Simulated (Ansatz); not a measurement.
Adsorption energy and surface dipole of H on the 1x1 (111) surface of fcc Pt, one in a 2x1 cell, started at the site 'hollow Pt-Pt-Pt over Pt at depth 4.6 Å', worked from the runs' numbers; total energies count from the potentials' own zero.

All values below come from PBE (plane waves to 420 eV, PAW; Ansatz, a quantum-chemistry and plane-wave program).

Model: 9-atom slab, 6.9 Å thick at the start under the adsorbate (thin: gaps and levels are the slab's own), 6x12x1 mesh, Fermi-Dirac 0.1 eV, dipole correction, 4 atoms held, the rest relaxed; held to the start's symmetry, so lower structures may exist; no spin, no spin-orbit, no U, no dispersion correction. At the end it is bonded to 3 Pt. In PBE it is, or lies within 0.03 eV of, the lowest of the starts that converged.

```csv
quantity,value
slab with the adsorbate,-100197.960 eV
"clean slab, same cell and mesh",-100181.659 eV
"reference, ½ H2(g)",-15.872 eV
area of the cell,13.65 Å²
change of the step from the bottom to the top vacuum level,-0.184 eV
```

**Question.** What is the adsorption energy against this reference?

**Answer.** E(slab + adsorbate) − E(slab) − E(reference) = -0.43 eV, so in this state the adsorbate is more stable than in the reference, at a coverage of 7.33 a nm².

**Question.** What dipole does adsorption add to the slab along the outward normal (Helmholtz relation, ε₀ = 0.005526 e/(V·Å))?

**Answer.** p = −ε₀·A·ΔV = 0.014 e·Å = 0.07 D; its positive end points to the vacuum, which lowers the vacuum level.
